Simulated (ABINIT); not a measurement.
A self-consistent single point of In₂Ag (I4/mcm, 6 atoms in the cell) with ABINIT.

Method of the run: LDA (PW92), PAW (JTH v2.0 LDA PAW) (plane waves; ABINIT).

```
In2Ag
1.0
   -3.47150     3.47150     2.78740
    3.47150    -3.47150     2.78740
    3.47150     3.47150    -2.78740
In Ag
4 2
Direct
  0.34544   0.15456   0.50000
  0.65456   0.84544   0.50000
  0.15456   0.65456   0.80912
  0.84544   0.34544   0.19088
  0.75000   0.75000   0.00000
  0.25000   0.25000   0.00000
```

Reference input (self-consistent single point, DFT, LDA (PW92), plane waves, PAW (JTH v2.0 LDA PAW)): pseudos = [In.LDA_PW-JTH.xml, Ag.LDA_PW-JTH.xml]; ecut = 544 eV; pawecutdg = 1088 eV; pawxcdev = 0; occopt = 3; tsmear = 0.00367493 Ha; ngkpt = 5 5 5; nshiftk = 1; shiftk = 0 0 0; potentials = JTH v2.0 LDA PAW; nband = 47; kptopt = 1. This run's input differs from it in these lines:

```diff
@@ -26,3 +26,3 @@
 kptopt 1
-ngkpt 5 5 5
+ngkpt 6 6 6
 nshiftk 1
```

Output, abridged:

```
--- !BeginCycle
solver: {iscf: 17, nstep: 80, nline: 4, wfoptalg: 10, }
tolerances: {tolvrs: 1.00E-12, }
...

     iter   Etot(hartree)      deltaE(h)  residm     nres2
 ETOT  1  -309.30362928032    -3.093E+02 1.019E-01 2.100E+01
 ETOT  2  -309.43820009573    -1.346E-01 1.251E-02 7.764E+00
 ETOT  3  -309.41130878859     2.689E-02 3.027E-03 4.185E-01
 ETOT  4  -309.41138360024    -7.481E-05 1.405E-03 4.463E-02
 ETOT  5  -309.41132210951     6.149E-05 1.350E-03 1.804E-03
   [... 3 lines left out ...]
 ETOT  9  -309.41132063236     6.358E-10 3.092E-04 1.156E-08
 ETOT 10  -309.41132063233     2.893E-11 3.249E-04 4.077E-10
 ETOT 11  -309.41132063233    -1.705E-12 4.624E-05 1.701E-11
 ETOT 12  -309.41132063234    -1.364E-12 1.161E-04 8.667E-13
 At SCF step   12       nres2   =  8.67E-13 < tolvrs=  1.00E-12 =>converged.

 Cartesian components of stress tensor (hartree/bohr^3)
  sigma(1 1)=  1.79540757E-04  sigma(3 2)=  0.00000000E+00
  sigma(2 2)=  1.79540757E-04  sigma(3 1)=  0.00000000E+00
  sigma(3 3)=  1.50569175E-04  sigma(2 1)=  0.00000000E+00

 ----iterations are completed or convergence reached----

 reduced coordinates (array xred) for    6 atoms
       0.345440000000      0.154560000000      0.500000000000
       0.654560000000      0.845440000000      0.500000000000
       0.154560000000      0.654560000000      0.809120000000
       0.845440000000      0.345440000000      0.190880000000
       0.750000000000      0.750000000000      0.000000000000
       0.250000000000      0.250000000000      0.000000000000
 cartesian forces (eV/Angstrom) at end:
   [... lines left out ...]
 Fermi (or HOMO) energy (eV) =   5.51739   Average Vxc (eV)= -11.21784
   [... lines left out ...]
'-kT*entropy'       : -1.56675103116296E-03
total_energy        : -3.09411320555188E+02
total_energy_eV     : -8.41951021425674E+03
...

-Cartesian components of stress tensor (GPa)         [Pressure= -4.9981E+00 GPa]
- sigma(1 1)=  5.28227055E+00  sigma(3 2)=  0.00000000E+00
- sigma(2 2)=  5.28227055E+00  sigma(3 1)=  0.00000000E+00
- sigma(3 3)=  4.42989732E+00  sigma(2 1)=  0.00000000E+00

 Calculation completed.
```

The run converged in 12 iterations. Against the reference run the free energy goes down by 14.4 meV/atom, the pressure goes from -4.65 to -5.00 GPa and the largest force goes from 0.002 to 0.015 eV/Å.

The starting cell comes from a database of computed structures (which also holds hypothetical and non-ambient phases and stackings), without a prior relaxation at this level. With a pressure of about -5 GPa the cell is away from its equilibrium volume at this level.

Cost on one core of a shared machine: roughly 6 min.
